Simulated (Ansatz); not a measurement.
The reference is GaN in the wurtzite structure (space group P6_3mc, No. 186; a = 3.183 Å, c = 5.184 Å).

Calculations: r2SCAN/PAW in Ansatz (a quantum-chemistry and plane-wave program), no spin-orbit coupling.

Before the change:

- Width of the top valence band = 2.85 eV
- Valence-band top at Γ = 0.00, 0.00, -0.04 eV

Perturbation: a hydrostatic pressure of 30 GPa.

Q: How does this affect the width of the top valence band?

A: The width of the top valence band increases by 0.42 eV to 3.27 eV.

Q: What happens to the valence-band top at Γ?

A: The valence-band top at Γ (three highest levels, from the VBM) becomes 0.00, 0.00, -0.06 eV (base: 0.00, 0.00, -0.04 eV).

The levels and masses belong to the bands next to the band gap. Load acts through the strain it causes; cell and atoms are relaxed under it. No phonon test of stability was made. Tetrahedral semiconductors of this kind turn to denser phases somewhere between about 1 and 50 GPa; those were not computed, so compressed cells here can lie past the real transition.
